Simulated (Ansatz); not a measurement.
ZnSnN2 (model structure, started from the alpha NaFeO2 type, R-3m, No. 166, 4 atoms in the cell), treated with r²SCAN+rVV10 in Ansatz (PAW).

Settings: plane-wave cutoff 560 eV, 12×12×12 k mesh, Fermi–Dirac smearing 0.01 eV, scalar-relativistic PAW data made under PBE.

Cell (relaxed at this level):

```cif
data_N2SnZn
_chemical_formula_sum 'Sn1 Zn1 N2'
_space_group_name_H-M_alt 'P 1'
_space_group_IT_number 1
_cell_length_a 5.44728
_cell_length_b 5.44728
_cell_length_c 5.44728
_cell_angle_alpha 33.718
_cell_angle_beta 33.718
_cell_angle_gamma 33.718
loop_
_space_group_symop_operation_xyz
  'x, y, z'
loop_
_atom_site_label
_atom_site_type_symbol
_atom_site_fract_x
_atom_site_fract_y
_atom_site_fract_z
_atom_site_occupancy
Sn1 Sn 0.00000 0.00000 0.00000 1
Zn1 Zn 0.50000 0.50000 0.50000 1
N1 N 0.25330 0.25330 0.25330 1
N2 N 0.74670 0.74670 0.74670 1
```

Q: Give the computed band gap and direct gap at Γ.

A: 
* **band gap**: 1.24 eV (on the SCF k mesh)
* **direct gap at Γ**: 1.42 eV

Note: the relaxation could raise the start's symmetry but not lower it, so the cell can be a saddle point.

Spin–orbit coupling is not included.

Computed values are for the static lattice.

A model structure was made by putting elements into a prototype or built by hand; it is no filed structure, need not be a known phase, and can be a saddle point held by its symmetry.

Ansatz is a quantum-chemistry and plane-wave program.
